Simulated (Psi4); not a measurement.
Psi4 1.11, unrestricted TPSS/def2-tzvp: Mn(Br)(OMe) (C[O][Mn][Br]), charge 0, multiplicity 6, 7 atoms. The geometry is a generated start, not checked to be a minimum at this level.

```json
{
 "task": "energy",
 "method": "tpss",
 "basis": "def2-tzvp",
 "memory": "3 GB",
 "maxiter": "100",
 "keys_of_the_molecule_block": "symmetry c1",
 "scf_type": "df (default)",
 "diis_max_vecs": "10 (default)",
 "e_convergence": "1e-06 (default)",
 "d_convergence": "1e-06 (default)",
 "dft_radial_points": "75 (default)",
 "dft_spherical_points": "302 (default)",
 "basis_functions": "173",
 "grid_points": "151585"
}
```

```xyz
7

Mn    -0.7383     0.6837     1.5903
Br    -2.0869     1.7300     2.9420
O     -0.0270     0.0334     0.1606
C      0.5828    -0.5002    -0.9386
H      0.9025     0.2982    -1.6232
H      1.4711    -1.0809    -0.6509
H     -0.1041    -1.1642    -1.4802
```

Charge 0 and multiplicity 6 are set for this test and not shown to be the ground state.

With the defaults (scf_initial_accelerator = adiis, diis = true, damping_percentage = 0, level_shift = 0, level_shift_cutoff = 0.01, guess = auto, which took SAD, diis_start = 1) it converges in 72 SCF iterations. One run each on 2 threads, with these changes:…
- level_shift = 0.5, level_shift_cutoff = 0.001
- scf_initial_accelerator = none
- guess = gwh
- scf_initial_accelerator = none, diis = false, damping_percentage = 60
- damping_percentage = 20
- diis_start = 4
- damping_percentage = 60
- guess = sap
- scf_initial_accelerator = ediis

Name the settings that don't reach the solution of the defaults.

No convergence: scf_initial_accelerator = none; scf_initial_accelerator = none, diis = false, damping_percentage = 60 (the run ends without SCF convergence in 100 iterations). The rest reach the solution of the defaults.

```tsv
setting	SCF iterations	end
guess = sap	14	same solution
level_shift = 0.5, level_shift_cutoff = 0.001	15	same solution
guess = gwh	17	same solution
diis_start = 4	21	same solution
damping_percentage = 20	28	same solution
scf_initial_accelerator = ediis	48	same solution
the defaults	72	same solution
damping_percentage = 60	95	same solution
scf_initial_accelerator = none	100	no convergence
scf_initial_accelerator = none, diis = false, damping_percentage = 60	100	no convergence
```
